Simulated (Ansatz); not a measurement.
System: Ta2O5 (C2/m, No. 12, 7 atoms in the cell; start mp-1218141). Method: r²SCAN in Ansatz (PAW).

Run with plane-wave cutoff 560 eV, 10×10×4 k mesh (along the axes of the cell as run), Fermi–Dirac smearing 0.01 eV, scalar-relativistic PAW data made under PBE.

Cell (relaxed at this level):

Space group C2/m (No. 12); a = 12.9967 Å, b = 3.8362 Å, c = 3.8786 Å, α = γ = 90.00°, β = 90.36°

```
atom  site  symmetry       x       y       z
----  ----  --------  ------  ------  ------
Ta      4i         m  0.1459  0.0000  0.5295
O       4i         m  0.1491  0.0000  0.0080
O       4i         m  0.3148  0.0000  0.4982
O       2c       2/m  0.5000  0.5000  0.5000
```
(The calculation used a cell of 7 atoms; values per cell refer to that cell.)

**Question.** Give the computed band gap, smallest direct gap on the k points sampled and direct gap at Γ.

**Answer.** 
- band gap: 2.84 eV
- smallest direct gap on the k points sampled: 3.62 eV
- direct gap at Γ: 3.63 eV

Spin–orbit coupling is not included.

It cost roughly 2.5 core-minutes of CPU time.

A start named mp-… is a Materials Project structure, which need not be a measured phase.

Ansatz is an electronic-structure program.
